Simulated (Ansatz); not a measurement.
# Ansatz run on Ca2AsI (R3m, 4 atoms in the cell): self-consistent single point

Level of theory: LDA (PW92), default PAW files made with PBE (plane waves; Ansatz, an electronic-structure program).

Input as run:

Ansatz 0.2 input:
```yaml
crystal:
  lattice:
    - [2.204845, 1.272967, 7.473200]
    - [-2.204845, 1.272967, 7.473200]
    - [0.000000, -2.545935, 7.473200]
  atoms:
    - { symbol: Ca, position_ang: [0.000000, -0.000000, 5.235246] }
    - { symbol: Ca, position_ang: [-0.000000, -0.000001, 17.234350] }
    - { symbol: As, position_ang: [0.000000, -0.000001, 11.209800] }
    - { symbol: I, position_ang: [0.000000, 0.000000, 0.000000] }
basis:
  ecutwfc: 420.0 eV
kpoints:
  mp_grid: { grid: [5, 5, 5] }
hamiltonian:
  xc: lda
  pseudopotentials: { kind: paw }
scf:
  occupations: { method: fixed }
output:
  forces: true
  eigenvalues: true
  stress: true
```

Log, with long lists cut:

```
WARN ansatz: RAYON_NUM_THREADS=1 ignored (pool sized by the plan → 1); use --threads N
basis.fft_grid_basis auto: the FFT boxes are laid along the combinations [[1, 0, -1], [0, 1, -1], [0, 0, 1]] of the cell's own vectors, 4.410, 4.410 and 7.895 …
Pseudopotentials: kind: paw
Pseudopotential: Ca, paw, valence charge 10
Pseudopotential: As, paw, valence charge 15
Pseudopotential: I, paw, valence charge 17
Crystal: 4 atoms, lattice volume = 125.850 Å³
Basis set: ecut = 420 eV, 2497 PW (Γ), FFT grids on a1−a3, a2−a3, a3
Bands: 32, of which v1, the nominal top of the filled ones, is band 26 counted from 1 (25 counted from 0)
Symmetry: 6 space group operations
Space group: R3m (ITA 160), of the structure as read, at distance tolerance 5.0e-5 Å
k-points: 19 of 125 (time reversal used)
PAW frozen core: Ca, regenerated for the run's functional, and the local potential with it
PAW frozen core: As, regenerated for the run's functional, and the local potential with it
PAW frozen core: I, regenerated for the run's functional, and the local potential with it
Initial density: superposition of atomic densities (neutral atoms: chi_scale 0, normalization atom), corrected by the library's trained network
Initial wavefunctions: pseudopotential atomic-orbital guess
Eigensolver: davidson
Functional: x = slater, c = lda
SCF iter   1: F=—  HF=-15680.511132 eV  |F-HF|=—  |Δ(HF+E_count)|=         —  Δρ=4.38e-3  dr2=1.20e-2  ethr=1.77e-3  ⟨swp⟩=6.3  Hψ=2592  notcnv=0  defer=63
all-band conjugate gradients solve this SCF's bands
preconditioner: auto → Resta (q_TF=auto, 2.355 Å⁻¹)
SCF iter   2: F=—  HF=-15680.508908 eV  |F-HF|=—  |Δ(HF+E_count)|=   2.22e-3  Δρ=2.44e-3  dr2=4.37e-3  ethr=2.30e-5  ⟨swp⟩=3.1  Hψ=942  notcnv=0  defer=74
SCF iter   3: F=—  HF=-15680.508463 eV  |F-HF|=—  |Δ(HF+E_count)|=   4.46e-4  Δρ=4.05e-4  dr2=1.64e-4  ethr=8.41e-6  ⟨swp⟩=2.0  Hψ=768  notcnv=0  defer=74
SCF iter   4: F=—  HF=-15680.508431 eV  |F-HF|=—  |Δ(HF+E_count)|=   3.20e-5  Δρ=1.06e-4  dr2=1.16e-5  ethr=3.14e-7  ⟨swp⟩=2.0  Hψ=1015  notcnv=0  defer=73
SCF iter   5: F=—  HF=-15680.508435 eV  |F-HF|=—  |Δ(HF+E_count)|=   4.18e-6  Δρ=3.06e-5  dr2=1.73e-6  ethr=2.24e-8  ⟨swp⟩=2.0  Hψ=939  notcnv=0  defer=70
SCF iter   6: F=—  HF=-15680.508435 eV  |F-HF|=—  |Δ(HF+E_count)|=   3.06e-7  Δρ=1.39e-5  dr2=2.13e-7  ethr=3.32e-9  ⟨swp⟩=2.0  Hψ=938  notcnv=0  defer=70
SCF iter   7: F=-15680.508435 eV  HF=-15680.508435 eV  |F-HF|=6.03e-9  |Δ(HF+E_count)|=   3.41e-8  Δρ=3.98e-6  dr2=2.36e-8  ethr=1.92e-10  ⟨swp⟩=15.7  Hψ=4000  notcnv=0
SCF 1 converged in 7 iterations: F = -15680.508435 eV  dr2 = 2.36e-8
SCF converged after 7 iterations
Free energy (F): -15680.508435 eV
Harris-Foulkes:  -15680.508435 eV  (|F-HF|=6.03e-9)
Internal energy: -15680.508435 eV  (E = F + TS)
E sigma→0 (E₀):  -15680.508435 eV
Fermi energy:    6.609274 eV
--- Per-component energies (eV) ---
  E_band       = -935.471537
  E_kinetic    = 848.189251
  E_local      = -5515.989157  (includes V_loc(G=0)·N_el)
  E_nonlocal   = -616.807197
  E_hartree    = 2612.079238
  E_xc         = -477.193112
  E_vxc        = -548.943222  (∫ρ·V_xc dr)
  E_paw        = -8046.872040  (= ΣΔE_a)
  E_vpaw       = -326.081027  (= ΣTr[D̂ρ^β])
  E_aug_tail   = 0.000060  (compensation charges beyond the density's cutoff)
  E_ewald      = -4487.338254
  E_core_change = 3.422777  (= ΣΔE_core)
  E_smearing   = -0.000000  (= −TS)
  E_closure    = 0.000000  (closes the sum)
  Σ components = -15680.508435   (vs F -15680.508435, Δ=0.00e0)
--- Forces (eV/Å), atoms counted from 1 ---
  atom   1  Ca     0.00000000     0.00000001    -0.36885428
  atom   2  Ca     0.00000000    -0.00000001     0.26840018
  atom   3  As     0.00000000    -0.00000000     0.08580091
  atom   4  I      0.00000000    -0.00000000     0.01464923
  max |Σ_I F_I| component: 3.97e-6 eV/Å
--- Stress (GPa, compression-positive) ---
       -3.569878       0.000000       0.000000
        0.000000      -3.569878      -0.000000
        0.000000      -0.000000      -3.385807
  P = ⅓ Tr σ = -3.5085 GPa (-35.085 kbar)
  The stress holds the Pulay correction. Without it, at fixed plane waves, as pw.x and ABINIT print it: P = -3.5249 GPa
--- Band table (eV; the first three rows and the last of 19) ---
  k-point 0: bands = ["-38.9456", "-38.9456", "-38.9445", "-38.9365", "-38.9365", "-33.6082", "-33.5554", "-26.8439", "-26.8439", "-26.8393", "-26.8289", "-26.8289", "-14.9339", "-14.8383", "-14.8356", "-14.8356", "-14.7822", "-14.7822", "-6.9332", [...]
  k-point 1: bands = ["-38.9456", "-38.9456", "-38.9444", "-38.9364", "-38.9363", "-33.6074", "-33.5548", "-26.8438", "-26.8437", "-26.8392", "-26.8289", "-26.8287", "-14.9257", "-14.8592", "-14.8399", "-14.8331", "-14.7958", "-14.7846", "-6.8466", [...]
  k-point 2: bands = ["-38.9457", "-38.9456", "-38.9443", "-38.9364", "-38.9362", "-33.6061", "-33.5539", "-26.8438", "-26.8434", "-26.8391", "-26.8288", "-26.8285", "-14.9109", "-14.8880", "-14.8469", "-14.8368", "-14.8159", "-14.7884", "-6.7005", [...]
  k-point 18: bands = ["-38.9456", "-38.9456", "-38.9444", "-38.9364", "-38.9363", "-33.6074", "-33.5549", "-26.8438", "-26.8437", "-26.8392", "-26.8289", "-26.8288", "-14.9210", "-14.8640", "-14.8401", "-14.8341", "-14.7949", "-14.7844", "-6.8421", [...]
```

The run converged in 7 iterations.

The starting cell comes from a database of computed structures (which also holds hypothetical and non-ambient phases and stackings), without a prior relaxation at this level. Its lattice was rescaled by up to half a per cent. One atom was moved a little off its site on purpose. Spin-orbit coupling is off. With a pressure of about -4 GPa the cell is away from its equilibrium volume at this level. Ansatz's pressure includes its estimate of the finite-basis (Pulay) stress.
